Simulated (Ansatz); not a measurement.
The structure below was relaxed with Kohn–Sham DFT with the r2SCAN functional, run in Ansatz (a first-principles code) with PAW and 500 eV plane waves, spin-orbit coupling left out, at pressure 7 GPa.

Space group Pm-3m (No. 221); a = b = c = 5.337 Å, α = β = γ = 90.00°

```csv
atom,site,symmetry,x,y,z
Cs,1a,m-3m,0.0000,0.0000,0.0000
Pb,1b,m-3m,0.5000,0.5000,0.5000
Cl,3c,4/mm.m,0.0000,0.5000,0.5000
```

Problem. Write out a cell with all atoms.

Solution. 
```xyz
5
Lattice="5.3367 0.0000 0.0000 0.0000 5.3367 0.0000 0.0000 0.0000 5.3367" Properties=species:S:1:pos:R:3 pbc="T T T"
Cs     0.0000     0.0000     0.0000
Pb     2.6684     2.6684     2.6684
Cl     0.0000     2.6684     2.6684
Cl     2.6684     2.6684     0.0000
Cl     2.6684     0.0000     2.6684
```
This is the conventional cell.

Load acts through the strain it causes; cell and atoms are relaxed under it. Stability against distortions was not tested. No other phases were tried under pressure. The cell was made from CsPbCl3 in the cubic perovskite structure (space group Pm-3m, No. 221) by this change: pressure 7 GPa. Many cubic perovskites are stable only at high temperature; tilts and polar distortions were not tested. This is not the structure that CsPbCl3 has at room temperature and ambient pressure.
